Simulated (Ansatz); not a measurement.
```
CELL_PARAMETERS angstrom
     -0.03376     2.20521     2.17297
      2.11939    -0.00174     2.14095
      2.13507     2.18888    -0.01743
ATOMIC_POSITIONS crystal
  C  0.74830 0.75097 0.74960
  Si 0.00170 0.99903 0.00040
```

No spin polarisation.

All numbers come from Kohn–Sham DFT with the r2SCAN functional, run in Ansatz (a program for electronic structure) with PAW and 500 eV plane waves, no spin-orbit coupling, earlier PAW set. k-mesh 13×13×13 (Γ-centred); smearing 0.05 eV (Fermi–Dirac).

What is the computed band gap?

1.41 eV.

Predict the smallest direct gap.

4.80 eV.

What is the computed stress (xx, yy, zz, yz, xz, xy; compression positive)?

(6.26, -0.88, 3.68, -1.76, 6.26, 2.22) GPa.

Predict the gap character.

Indirect, Γ → V.

The cells carry an imposed strain or load. No phonon test of stability was made. The cell was made from SiC in the zinc blende structure (space group F-43m, No. 216) by this change: strain tensor (xx, yy, zz, yz, xz, xy) = (−1.57, +0.90, −0.58, +0.34, −1.14, −0.42) %.
